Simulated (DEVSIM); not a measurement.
Device: Au/AlN/SiO2/p-Si capacitor, at 250 K.

| layer (left to right) | material | thickness (nm) | Na (cm⁻³) |
|---|---|---|---|
| 1 | AlN | 4.20 | - |
| 2 | SiO2 | 1.50 | - |
| 3 | Si | 10000 | 3e15 |

Metal gate on the left, work function 5.1 eV. Fixed charge at the semiconductor interface 1.7e11 cm⁻² (in units of +e); no interface traps.

Constants are typed, rounded textbook-type inputs, not results; the design itself was drawn at random and stands for no fabricated device. Values at 300 K; Nc and Nv go as T^1.5, mobilities as T to minus their exponent, the gap by Varshni's rule with the affinity fixed.

```
parameter         AlN  SiO2        Si
----------------  ---  ----  --------
gap (eV)          6.1     9     1.124
affinity (eV)     1.9   0.9      4.05
permittivity      8.5   3.9      11.7
Nc (cm⁻³)           -     -   2.86e19
Nv (cm⁻³)           -     -    3.1e19
Varshni α (eV/K)    -     -  0.000473
Varshni β (K)       -     -       636
```

Simulated with DEVSIM: 1D Poisson equation in equilibrium, Boltzmann statistics, complete ionisation; no quantum confinement or tunnelling. Metal contacts follow the ideal Schottky-Mott rule: no Fermi-level pinning, no interface dipoles.

The temperature was swept, all else fixed.

| temperature (K) | minimum of the low-frequency capacitance (μF/cm²) | threshold voltage (band bending 2φF) (V) | flat-band voltage (V) |
|---|---|---|---|
| 250 | 0.0202 | 0.86 | 0.08 |
| 300 | 0.0218 | 0.81 | 0.14 |
| 350 | 0.0259 | 0.76 | 0.20 |
| 400 | 0.0296 | 0.71 | 0.26 |
| 450 | [?] | [?] | 0.32 |
| 500 | 0.0571 | 0.61 | 0.39 |

Q: What belongs in the gaps?

A: 
- 450, minimum of the low-frequency capacitance (μF/cm²): 0.0385
- 450, threshold voltage (band bending 2φF) (V): 0.66
